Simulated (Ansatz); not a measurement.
A computed series for MgH2: pressure series

Consider MgH2 in the rutile structure (space group P4_2/mnm, No. 136).

```
MgH2
1.0
    4.47624     0.00000     0.00000
    0.00000     4.47624     0.00000
    0.00000     0.00000     3.00794
Mg H
2 4
Direct
  0.00000   0.00000   0.00000
  0.50000   0.50000   0.50000
  0.30449   0.30449   0.00000
  0.80449   0.19551   0.50000
  0.19551   0.80449   0.50000
  0.69551   0.69551   0.00000
```

Cell and atoms are relaxed at each pressure.

Method: PBEsol (Ansatz, an electronic-structure program, PAW, no SOC).

Candidates:
(a) pressure 0.9 GPa
(b) pressure 30 GPa
(c) pressure 15 GPa

Before the change:

| Item | Result |
|---|---|
| c/a ratio | 0.672 |

### Question
Order them by c/a ratio, lowest first.

### Answer
(a) pressure 0.9 GPa (0.675), (c) pressure 15 GPa (0.705), (b) pressure 30 GPa (0.732)

Load acts through the strain it causes; cell and atoms are relaxed under it. No phonon test of stability was made. Competing high-pressure phases were not computed.
